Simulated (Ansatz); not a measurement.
System: interstitial Cu in monoclinic ZrO2 with all lengths changed by +1 % (charge state +1). Computed with PBE, PAW (plane waves to 420 eV; Ansatz, a quantum-chemistry and plane-wave program).

Settings: 96 host sites, the strained lattice (strain from the relaxed PBE one, atoms relaxed), the Γ point alone, smearing 0.01 eV, spin-restricted, no image-charge correction. No zero-point or tunnelling terms. The charge state is imposed; whether it is stable for some Fermi level was not computed. Sites that were not tried may lie lower.

Barriers: single points on a 2×2×2 k-point mesh shifted by half a step at the bands' geometries.

The step: a direct jump of one Cu atom. Atoms about the jump, Cartesian Å from the middle of the jump, before and after:

```csv
atom,x0,y0,z0,x1,y1,z1
Cu1,0.23,-0.95,-1.34,-0.23,0.95,1.34
O2,1.36,0.10,0.40,1.31,0.10,0.41
O3,-1.14,0.49,-1.26,-1.04,0.39,-1.33
O4,-1.53,-0.40,1.34,-1.59,-0.49,1.41
O5,-0.62,-2.28,-0.25,-0.58,-2.28,-0.20
Zr6,0.20,-1.56,1.73,0.21,-1.71,1.73
Zr7,0.66,1.71,-0.95,0.70,1.61,-1.11
Zr8,-2.44,-1.08,-0.52,-2.29,-1.09,-0.58
O9,0.91,-0.04,3.08,0.91,-0.10,3.08
O10,1.76,-0.10,-2.27,1.83,-0.01,-2.28
O11,1.77,-2.66,0.70,1.80,-2.69,0.72
O12,-0.58,3.10,-0.20,-0.54,3.07,-0.27
Zr13,2.98,-1.11,-0.56,2.97,-1.07,-0.57
O14,-1.03,2.27,2.46,-1.08,2.28,2.43
Zr15,-2.74,1.09,2.12,-2.89,1.08,2.15
O16,1.78,2.66,0.73,1.88,2.67,0.67
Zr17,2.49,1.10,2.11,2.53,1.11,2.12
O18,-3.93,0.06,0.42,-3.89,0.03,0.42
Zr19,0.71,-3.77,-1.03,0.67,-3.73,-1.00
O20,2.34,-2.67,-2.01,2.25,-2.59,-1.95
O21,-0.13,2.28,-2.88,-0.12,2.27,-2.94
O22,-1.03,-3.04,2.44,-1.04,-3.10,2.47
Zr23,-1.84,1.09,-3.26,-1.84,1.08,-3.25
```

Question: Where do these atoms stand at the saddle point, and how high is it?

Answer: 
| atom | x | y | z |
|---|---|---|---|
| Cu1 | -0.15 | -0.14 | 0.13 |
| O2 | 1.64 | 0.30 | 0.27 |
| O3 | -1.14 | 0.47 | -1.36 |
| O4 | -1.58 | -0.50 | 1.43 |
| O5 | -0.62 | -2.23 | -0.16 |
| Zr6 | 0.17 | -1.78 | 1.92 |
| Zr7 | 0.74 | 1.80 | -1.15 |
| Zr8 | -2.46 | -1.15 | -0.58 |
| O9 | 0.94 | -0.11 | 3.03 |
| O10 | 1.83 | 0.03 | -2.35 |
| O11 | 1.74 | -2.64 | 0.82 |
| O12 | -0.55 | 3.12 | -0.28 |
| Zr13 | 3.03 | -1.04 | -0.60 |
| O14 | -1.03 | 2.23 | 2.41 |
| Zr15 | -2.77 | 1.09 | 2.12 |
| O16 | 1.81 | 2.76 | 0.69 |
| Zr17 | 2.52 | 1.12 | 2.10 |
| O18 | -3.90 | 0.04 | 0.40 |
| Zr19 | 0.65 | -3.69 | -0.97 |
| O20 | 2.23 | -2.56 | -1.90 |
| O21 | -0.12 | 2.32 | -2.97 |
| O22 | -1.09 | -3.15 | 2.55 |
| Zr23 | -1.85 | 1.09 | -3.27 |
It lies 1.32 eV above the start and 1.32 eV above the end. The saddle point's order was not checked.
